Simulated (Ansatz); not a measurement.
Reference: C (P6_3/mmc), r2SCAN, rigid bands (plane waves, PAW, scalar-relativistic; Ansatz, a first-principles code); axes and stresses refer to this cell.

```yaml
crystal:
  lattice:
    - [2.49882, 0.00000, 0.00000]
    - [-1.24941, 2.16404, 0.00000]
    - [0.00000, 0.00000, 4.16086]
  atoms:
    - { symbol: C, position: [0.33333, 0.66667, 0.00030] }
    - { symbol: C, position: [0.66667, 0.33333, 0.50030] }
    - { symbol: C, position: [0.33333, 0.66667, 0.37470] }
    - { symbol: C, position: [0.66667, 0.33333, 0.87470] }
```

* **Seebeck coefficient, p-type 1e19 cm⁻³**: 269 μV/K
* **electron mass along x**: 0.46 mₑ
* **electron mass along z**: 0.27 mₑ

```tsv
Change	Seebeck coefficient, p-type 1e19 cm⁻³	electron mass along x	electron mass along z
uniaxial stress along a of -22 GPa (compression positive)	___	0.48 mₑ	0.27 mₑ
uniaxial stress along a of 22 GPa (compression positive)	210 μV/K	___	___
uniaxial stress along c of 44 GPa (compression positive)	___	0.47 mₑ	0.25 mₑ
```

Task: Some entries are withheld; supply them.

Result: 
- uniaxial stress along a of -22 GPa (compression positive), Seebeck coefficient, p-type 1e19 cm⁻³: 212 μV/K
- uniaxial stress along a of 22 GPa (compression positive), electron mass along x: 0.45 mₑ
- uniaxial stress along a of 22 GPa (compression positive), electron mass along z: 0.27 mₑ
- uniaxial stress along c of 44 GPa (compression positive), Seebeck coefficient, p-type 1e19 cm⁻³: 264 μV/K

Masses are for dilute carriers at 300 K, harmonic means over directions unless an axis is named. Seebeck coefficients are for the stated density at 300 K, with one relaxation time for all states and whether or not that doping can be reached. Spin-orbit coupling is left out unless a row names it. Stresses and pressures are the targets of the relaxation.  The structure type is held under load, also where the real crystal would transform.
